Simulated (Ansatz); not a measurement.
The starting structures come from a database of crystals and need not be the phases stable at ambient conditions.

The decay constant κ of evanescent states in the gap governs leakage through a thin film.

Input:

```yaml
crystal:
  lattice:
    - [3.11844, 0.00000, 0.00000]
    - [0.00000, 18.99937, 0.00000]
    - [1.55922, 6.33312, 0.90022]
  atoms:
    - { symbol: Ag, position: [0.00000, 0.00000, 0.00000] }
    - { symbol: Rh, position: [0.00000, 0.50000, 0.00000] }
    - { symbol: O, position: [0.00000, 0.11302, 0.00000] }
    - { symbol: O, position: [0.00000, 0.88698, 0.00000] }
```

Space group of this cell: R-3m. The cell is taken as given; by PBEsol its mean pressure is -10.2 GPa.

Transport runs along the normal of the first two printed cell vectors, the (100) plane of the conventional cell.

No gap correction and no spin-orbit coupling; mid-gap values are interpolated between computed energies.

Task: State the band gap and the smallest decay constant κ at mid-gap according to PBEsol (Ansatz, a program for electronic structure).

Result: Gap 0.33 eV on a 32×32×32 mesh; κ = 0.119 1/Å, at the zone centre.
